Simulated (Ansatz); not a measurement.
## Worked sum: energy of the reaction between neutral defects in BN (zinc blende, F-43m)

Consider the energy of the reaction between neutral defects in BN (zinc blende, F-43m). Reaction: 64 BN (zinc blende) → cell A + cell B. The sign is products less reactants.

A: a supercell of 64 sites of BN (zinc blende, F-43m) with B off the lattice sites (4 N at 1.54 Å and 6 B at 1.94 Å); partly filled levels (a metallic host or states in the gap) with PBE; an odd number of electrons; spin state with PBE: net moment 1.2 μB a cell.

B: a supercell of 64 sites of BN (zinc blende, F-43m) with one empty B site amid 4 N; an odd number of electrons; spin state with PBE: parallel moments, net moment 3.0 μB a cell.

Method: Ansatz (a first-principles code), PAW, neutral cells at 0 K with nuclei at rest, on structures from PBE. Ansatz runs with its default PAW set. Other levels take these structures. The lattices are those relaxed with PBE, so at other levels the solids can be strained, which adds to the spread. Larger cells are relaxed from a start prepared with the learned potential CHGNet, on a coarser mesh till forces fall under 0.03 eV/Å, which some starts already meet. A dispersion term (D3(BJ), or D4 for r2SCAN) was computed beside these levels and is taken off wherever the name lacks it. No search over spin orders was made beyond those shown. Cell A has symmetry P-43m and got no random move, so less symmetric positions, which may lie lower, weren't tried. Cell B has symmetry P-43m and got no random move, so less symmetric positions, which may lie lower, weren't tried. The state moves with the level: A has a net moment of 1.4 μB with r2SCAN+D4 and 1.2 μB with PBE.

Total energies of the cells in eV, at zero smearing width. They compare only within one column; the weights balance every element.

```csv
cell,atoms,weight,PBE,r2SCAN+D4
A: BN:B_i,65,+1,-17491.43044,-17552.60585
B: BN:V_B,63,+1,-17189.14232,-17249.70818
BN (zinc blende),64,−2,-17352.82224,-17414.35851
```

PBE: (-17491.43044) + (-17189.14232) − 2 × (-17352.82224) = 25.072 eV.

r2SCAN+D4: (-17552.60585) + (-17249.70818) − 2 × (-17414.35851) = 26.403 eV.

What follows from the PBE value: Per mole of the reaction as written, 25.072 eV × 96.485 = 2419.1 kJ.
